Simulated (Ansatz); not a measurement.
BAs (model structure, started from the beta GaS type, P6₃/mmc, No. 194, 8 atoms in the cell): properties by level of theory

```csv
level (code),lattice constant a (Å),lattice parameter c (Å)
PBE (Ansatz),3.366,12.061
PBEsol (Ansatz),3.335,11.806
PBE-D3(BJ) (Ansatz),3.333,11.781
```

Ansatz's density-functional and Hartree–Fock values are scalar-relativistic unless marked +SOC, with PAW data made under PBE.

The computed numbers hold no vibrational or temperature effects.

A model structure was made by putting elements into a prototype or built by hand; it is no filed structure, need not be a known phase, and can be a saddle point held by its symmetry.

Ansatz is a first-principles code.
